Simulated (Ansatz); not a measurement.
An Ansatz (an electronic-structure program) input (PBEsol (Ansatz; PAW; 420 eV plane waves; no spin-orbit coupling)):

Ansatz 0.2 input:
```yaml
crystal:
  lattice:
    - [0, 2.3948475724, 2.3948475724]
    - [2.3948475724, 0, 2.3948475724]
    - [2.3948475724, 2.3948475724, 0]
  atoms:
    - { symbol: Be, position: [0, 0, 0] }
    - { symbol: S, position: [0.25, 0.25, 0.25] }
basis: { ecutwfc: 420, ecutrho_ratio: 4, xc_grid: 2, fft_grid_basis: typed }
kpoints: { mp_grid: { grid: [12, 12, 12] } }
hamiltonian:
  xc: pbesol
  dispersion: none
  pseudopotentials: { kind: paw }
scf: { occupations: { method: fermi_dirac, width: 0.05 }, convergence: { dr2_threshold: 0.0000000002 } }
relax: { f_tol: 0.005, max_steps: 50 }
output: { forces: true, stress: true }
checkpoint: { write: state.ck, write_every: 1000 }
```

Task: Which symmetry and how many k-points will the program report, and about how many plane waves at Γ?

Result: Space group F-43m (ITA 216) with 24 operations, k-points 72 of 1728, and 537 plane waves at Γ.

Task: And the final pressure?

Result: 3.10 GPa (compression positive).

The cells carry an imposed strain or load. Whether these cells are dynamically stable was not tested. The cell was made from BeS in the zinc blende structure (space group F-43m, No. 216) by this change: isotropic strain −1.00 %.
